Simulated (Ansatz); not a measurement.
Here is the system:

End structure of the (21-32) surface of hcp Hf in its 1x1 cell, outermost plane spacing 0.65 Å in the ideal cut:

```yaml
crystal:
  lattice:
    - [5.99568, 0.00000, 0.00000]
    - [2.56951, 7.75623, 0.00000]
    - [0.00000, 0.00000, 26.50000]
  atoms:
    - { symbol: Hf, position: [0.61652, 0.63544, 0.31467] }
    - { symbol: Hf, position: [0.07653, 0.74952, 0.33472] }
    - { symbol: Hf, position: [0.32640, 0.01869, 0.34462] }
    - { symbol: Hf, position: [0.79388, 0.11350, 0.36784] }
    - { symbol: Hf, position: [0.00117, 0.41113, 0.37857] }
    - { symbol: Hf, position: [0.47366, 0.48107, 0.40353] }
    - { symbol: Hf, position: [0.69882, 0.77977, 0.41355] }
    - { symbol: Hf, position: [0.15879, 0.86922, 0.43858] }
    - { symbol: Hf, position: [0.39922, 0.15205, 0.45002] }
    - { symbol: Hf, position: [0.85995, 0.24475, 0.47421] }
    - { symbol: Hf, position: [0.09418, 0.53411, 0.48754] }
    - { symbol: Hf, position: [0.55217, 0.62443, 0.51246] }
    - { symbol: Hf, position: [0.78640, 0.91379, 0.52579] }
    - { symbol: Hf, position: [0.24714, 0.00649, 0.54998] }
    - { symbol: Hf, position: [0.48756, 0.28932, 0.56142] }
    - { symbol: Hf, position: [0.94753, 0.37877, 0.58645] }
    - { symbol: Hf, position: [0.17269, 0.67747, 0.59647] }
    - { symbol: Hf, position: [0.64519, 0.74741, 0.62143] }
    - { symbol: Hf, position: [0.85248, 0.04504, 0.63216] }
    - { symbol: Hf, position: [0.31996, 0.13985, 0.65538] }
    - { symbol: Hf, position: [0.56982, 0.40902, 0.66528] }
    - { symbol: Hf, position: [0.02983, 0.52310, 0.68533] }
```

Slab: 22 atoms, 10.3 Å thick at the start (thin: gaps and levels are the slab's own); k 7x5x1, smearing 0.1 eV, dipole-corrected; single point; on the structure that PBE left under its start's symmetry; no spin, no spin-orbit, no U.

Q: Estimate the work function of the top face that r2SCAN, at the PBE geometry (Ansatz, a program for electronic structure) returns for this input.

A: 3.63 eV

Q: What is the computed surface energy (mean of both faces) (r2SCAN, at the PBE geometry)?

A: 2.12 J/m^2
